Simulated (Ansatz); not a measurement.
Hops of point defects in alpha quartz, each between lowest sites run for its defect: PBE bands (Ansatz, an electronic-structure program, plane waves to 420 eV, PAW, climbing-image NEB) beside HSE06 single points at the PBE geometries (a shift taken at Γ is added to the PBE value, only where PBE at Γ is within 0.06 eV of the mesh). Static nuclei, no finite-size correction. The rows are a random draw from the bands that converged and passed our checks of state and shape. Saddle orders were checked for a part of the study's bands only and are not shown. Vacancies start on their lattice site; split forms were not set up. Charge states are imposed.

```json
[
 {"Row": "1", "Defect": "O vacancy, charge 0", "Route": "a nearby O jumps into the vacancy", "Hop (Å)": "2.13", "Cell and PBE mesh": "72 sites, Γ", "HSE06 k-points": "same mesh", "PBE barrier x (eV)": "4.60", "HSE06 barrier y (eV)": "5.37"},
 {"Row": "2", "Defect": "interstitial O, charge 0", "Route": "O moves farthest", "Hop (Å)": "2.55", "Cell and PBE mesh": "72 sites, Γ", "HSE06 k-points": "same mesh", "PBE barrier x (eV)": "1.24", "HSE06 barrier y (eV)": "1.58"},
 {"Row": "3", "Defect": "interstitial O, charge -2", "Route": "O moves farthest", "Hop (Å)": "1.08", "Cell and PBE mesh": "72 sites, Γ", "HSE06 k-points": "same mesh", "PBE barrier x (eV)": "0.05", "HSE06 barrier y (eV)": "0.04"},
 {"Row": "4", "Defect": "interstitial Li, charge +1", "Route": "Li moves farthest", "Hop (Å)": "1.82", "Cell and PBE mesh": "72 sites, Γ", "HSE06 k-points": "same mesh", "PBE barrier x (eV)": "0.13", "HSE06 barrier y (eV)": "0.14"},
 {"Row": "5", "Defect": "interstitial O, charge 0", "Route": "O moves farthest", "Hop (Å)": "1.22", "Cell and PBE mesh": "72 sites, Γ", "HSE06 k-points": "same mesh", "PBE barrier x (eV)": "1.18", "HSE06 barrier y (eV)": "1.75"},
 {"Row": "6", "Defect": "interstitial Cu, charge +1", "Route": "Cu moves farthest", "Hop (Å)": "1.86", "Cell and PBE mesh": "72 sites, Γ", "HSE06 k-points": "same mesh", "PBE barrier x (eV)": "0.09", "HSE06 barrier y (eV)": "?"}
]
```

### Question
Fit a straight line y = a x + b to rows 1 to 5, predict row 6, and compare with the computed value.

### Answer
Means: x̄ = 1.440, ȳ = 1.776 eV. Sums: Sxx = 13.741, Sxy = 15.959 eV². So a = Sxy/Sxx = 1.161 and b = ȳ − a x̄ = 0.104 eV, with a scatter of 0.19 eV about the line. Row 6: 1.161 × 0.09 + 0.104 ≈ 0.21 eV. The computed HSE06 value is 0.03 eV, -0.18 eV from the line, within the scatter. The line only summarises these rows of one host.
